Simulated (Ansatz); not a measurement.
Subject: the formation energy of CsPbBr3 (Pnma) from the elements. Reaction: 3 Br (Cmce) + Cs (bcc) + Pb (fcc) → CsPbBr3 (Pnma). Negative: the products are lower in energy. The value is per atom of the solid.

CsPbBr3 (Pnma), 20 atoms in the cell, k-point mesh 4×4×3 on the run's own vectors.
```
CELL_PARAMETERS angstrom
      0.00000     0.00000     8.07057
      8.40062     0.00000     0.00000
      0.00000    11.78554     0.00000
ATOMIC_POSITIONS crystal
  Cs 0.51757 0.43628 0.25000
  Cs 0.48243 0.56372 0.75000
  Cs 0.01757 0.06372 0.75000
  Cs 0.98243 0.93628 0.25000
  Pb 0.50000 0.00000 0.50000
  Pb 0.00000 0.50000 0.50000
  Pb 0.00000 0.50000 0.00000
  Pb 0.50000 0.00000 0.00000
  Br 0.57384 0.99180 0.75000
  Br 0.42616 0.00820 0.25000
  Br 0.07384 0.50820 0.25000
  Br 0.92616 0.49180 0.75000
  Br 0.80604 0.19810 0.03705
  Br 0.19396 0.80190 0.96295
  Br 0.30604 0.30190 0.96295
  Br 0.69396 0.69810 0.03705
  Br 0.69396 0.69810 0.46295
  Br 0.30604 0.30190 0.53705
  Br 0.19396 0.80190 0.53705
  Br 0.80604 0.19810 0.46295
```

Br (Cmce), 4 atoms in the cell, k-point mesh 10×10×4 on the run's own vectors. Conventional cell: a = 6.9814 Å, b = 4.1470 Å, c = 8.5786 Å, α = β = γ = 90.00°.

Cs (bcc, Im-3m), 1 atom in the cell, k-point mesh 14×14×14 on the run's own vectors. Conventional cell: a = b = c = 6.040 Å, α = β = γ = 90.00°.

Pb (fcc, Fm-3m), 1 atom in the cell, k-point mesh 20×20×20 on the run's own vectors. Conventional cell: a = 4.959 Å, b = 4.959 Å, c = 4.959 Å, α = 90.00°, β = 90.00°, γ = 90.00°.

All numbers come from Ansatz (a program for electronic structure), plane waves with PAW, its default PAW set, cutoff 420 eV, 500 eV for r2SCAN. The structures are at rest with PBE+D3(BJ); other levels are single points on them. HSE06 runs on coarser k-point meshes, mended by the PBE difference between the two meshes. Some cells are metallic or hold partly filled levels, where a hybrid on a coarse mesh is less sure. Neutral cells; Fermi-Dirac smearing of at most 0.10 eV in the solids, energies taken to zero width. The lattices are those relaxed with PBE+D3(BJ), so at other levels the solids can be strained, which adds to the spread. Larger cells are relaxed from a start prepared with the learned potential CHGNet, on a coarser mesh till forces fall under 0.03 eV/Å, which some starts already meet. A dispersion term (D3(BJ), or D4 for r2SCAN) was computed beside these levels and is taken off wherever the name lacks it. Nuclei at rest; no vibrational terms. The structures are the rest points that the relaxations reached, not proven lowest. Spin-orbit coupling is left out.

Q: Predict the value from PBE+D3(BJ).

A: -1.32 eV/atom, for 3 Br (Cmce) + Cs (bcc) + Pb (fcc) → CsPbBr3 (Pnma).

Q: What do the other levels give, and how wide is the spread?

A: 
```tsv
Level	value (eV/atom)	less PBE+D3(BJ)
PBE	-1.34	-0.02
r2SCAN	-1.50	-0.18
HSE06	-1.45	-0.13
```

The levels span 0.18 eV/atom, from r2SCAN (-1.50) to PBE+D3(BJ) (-1.32).
